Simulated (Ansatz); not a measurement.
Consider the following.

```xyz
2
Lattice="0.0000 2.9392 2.9392 2.9392 0.0000 2.9392 2.9392 2.9392 0.0000" Properties=species:S:1:pos:R:3 pbc="T T T"
In     0.0000     0.0000     0.0000
P      1.4696     1.4696     1.4696
```

Computed with HSE06, rigid bands (plane waves, PAW, scalar-relativistic; Ansatz, a quantum-chemistry and plane-wave program). Cell: cell and atoms relaxed with PBEsol.

### Question
What conductivity effective mass do dilute electrons have at 300 K?

### Answer
0.095 mₑ.

### Question
And the band gap?

### Answer
1.45 eV at this level.

Rigid bands, one relaxation time for all states, no polarons. Spin-orbit coupling is left out; where it splits the top of the valence band it changes the hole mass and lowers the gap by about a third of the splitting. Geometry: cell and atoms relaxed with PBEsol.
